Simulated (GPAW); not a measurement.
Band structure of BN (P6_3/mmc, 4 atoms in the cell).

```yaml
crystal:
  lattice:
    - [2.47262, 0.00000, 0.00000]
    - [-1.23631, 2.14135, 0.00000]
    - [0.00000, 0.00000, 7.28384]
  atoms:
    - { symbol: B, position: [0.66667, 0.33333, 0.75000] }
    - { symbol: B, position: [0.33333, 0.66667, 0.25000] }
    - { symbol: N, position: [0.00000, 0.00000, 0.75000] }
    - { symbol: N, position: [0.00000, 0.00000, 0.25000] }
```

Method: PBE, GPAW PAW datasets PBE (gpaw-data 1.0.1) (plane waves; GPAW).

Settings: mode = pw; ecut = 900 eV; xc = PBE; kpts = 10 10 3; mesh shift (steps) = 0 0 0; occupations.name = fermi-dirac; occupations.width = 0.01 eV; nbands = -6; convergence.bands = -4; symmetry.symmorphic = false; symmetry.tolerance = 0.0005; maxiter = 120; bandpath_npoints = 40.

The starting cell comes from a database of computed structures (which also holds hypothetical and non-ambient phases and stackings), without a prior relaxation at this level. Its lattice was rescaled by a random factor within 2.5 % of one.

**Question.** Predict the gap along the standard path and the places of the band edges.

**Answer.** The gap along the path is 3.86 eV, from K to M; the smallest direct gap on it is 4.43 eV.

Levels in eV from the top of the valence band on the SCF mesh, bands 5 to 12:
| point | 5 | 6 | 7 | 8 | 9 | 10 | 11 | 12 |
|---|---|---|---|---|---|---|---|---|
| Γ | -1.41 | -1.41 | -1.40 | -1.40 | 4.65 | 9.12 | 11.78 | 11.78 |
| M | -4.31 | -4.29 | -1.38 | -0.73 | 4.03 | 5.63 | 9.70 | 10.32 |
| K | -7.32 | -7.32 | -0.39 | 0.17 | 4.61 | 4.61 | 12.93 | 12.93 |
| A | -1.40 | -1.40 | -1.40 | -1.40 | 6.54 | 6.54 | 11.82 | 11.82 |
| L | -4.30 | -4.30 | -1.06 | -1.06 | 4.71 | 4.71 | 10.06 | 10.06 |
| H | -7.32 | -7.32 | -0.12 | -0.12 | 4.64 | 4.64 | 11.71 | 11.71 |
